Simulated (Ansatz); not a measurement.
Os in the hcp (Mg type) structure (space group P6_3/mmc, No. 194)

```cif
data_Os2
_chemical_formula_sum 'Os2'
_space_group_name_H-M_alt 'P 1'
_space_group_IT_number 1
_cell_length_a 2.75486
_cell_length_b 2.75486
_cell_length_c 4.34443
_cell_angle_alpha 90.000
_cell_angle_beta 90.000
_cell_angle_gamma 120.000
loop_
_space_group_symop_operation_xyz
  'x, y, z'
loop_
_atom_site_label
_atom_site_type_symbol
_atom_site_fract_x
_atom_site_fract_y
_atom_site_fract_z
_atom_site_occupancy
Os1 Os 0.33333 0.66667 0.75000 1
Os2 Os 0.66667 0.33333 0.25000 1
```

Computed with Ansatz (an electronic-structure program) PBE, scalar-relativistic without spin-orbit coupling, earlier PAW set. k-mesh 19×19×11 (Γ-centred); smearing 0.05 eV (Fermi–Dirac).

```json
{
  "volume_per_atom": "14.28 Å³",
  "density": "22.13 g/cm³",
  "band_gap": "zero",
  "total_energy": "-11385.922 eV/atom (σ→0; compares only within this code and set-up)"
}
```

Stability against distortions was not tested. The final runs are not spin-polarised.
